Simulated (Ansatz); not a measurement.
The parent structure is CdS in the zinc blende structure (space group F-43m, No. 216; a = 5.824 Å).

Level of theory: PBEsol (Ansatz, a first-principles code; PAW; 420 eV plane waves; no spin-orbit coupling).

For the base:

```
Item                                 Result
---------------  --------------------------
Volume per atom                    24.70 Å³
Hole mass        0.12, 0.75, 0.75 mₑ (at Γ)
Electron mass                0.11 mₑ (at Γ)
Gap character                   direct at Γ
Band gap                            1.01 eV
```

Now apply this change: a hydrostatic pressure of 22.5 GPa.

**Question.** What happens to the volume per atom?

**Answer.** The volume per atom drops by 4.89 Å³, from 24.70 Å³ to 19.81 Å³.

**Question.** What does the calculation give for the hole mass after the change?

**Answer.** The hole mass (degenerate bands, along [100]) goes from 0.12, 0.75, 0.75 mₑ (at Γ) to 0.15, 0.55, 0.55 mₑ (at Γ).

**Question.** Estimate the effect on the electron mass.

**Answer.** The electron mass becomes 0.14 mₑ (at Γ) (base: 0.11 mₑ (at Γ)).

**Question.** Estimate the effect on the gap character.

**Answer.** The gap character remains direct at Γ.

**Question.** Predict the new band gap.

**Answer.** The band gap grows by 0.39 eV to 1.40 eV.

Load acts through the strain it causes; cell and atoms are relaxed under it. Effective masses come from finite differences of ±0.01 Å⁻¹. No phonon test of stability was made. Tetrahedral semiconductors of this kind turn to denser phases somewhere between about 1 and 50 GPa; those were not computed, so compressed cells here can lie past the real transition.
